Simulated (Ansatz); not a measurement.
The starting structures come from a database of crystals and need not be the phases stable at ambient conditions.

 Where the default PAW files enter, the runs use the earlier of Ansatz's two default sets.

By LDA and PBEsol, the system below comes out a metal.

Input:

```
Hf
1.0
    3.16114     0.00000     0.00000
    0.00000     4.47053     0.00000
    1.58057     2.23527     1.58057
Hf
1
Direct
  0.00000   0.00000   0.00000
```

Space group of this cell: Fm-3m, fcc (Cu type). The cell is taken as given; by PBEsol its mean pressure is -3.6 GPa.

The current runs along the normal of the first two printed vectors, the (110) plane. All runs by Ansatz (a program for electronic structure), plane waves and PAW, without spin-orbit coupling; the base is PBEsol.

| run | mean pressure (GPa) | G/A, both spins (10¹⁵ S/m²) |
|---|---|---|
| base | -3.6 | 1.22 |
| all lengths scaled by 0.98 | 2.9 | 1.31 |
| all lengths scaled by 1.02 | -8.7 | (withheld) |
| lda in place of pbesol | -7.6 | (withheld) |
| lengths across the current scaled by 0.98, ions clamped | 0.6 | 1.31 |
| lengths along the current scaled by 1.03, ions clamped | -6.2 | 1.21 |

Question: What belongs in the gaps?

Answer: 
- all lengths scaled by 1.02, G/A, both spins (10¹⁵ S/m²): 1.13
- lda in place of pbesol, G/A, both spins (10¹⁵ S/m²): 1.25
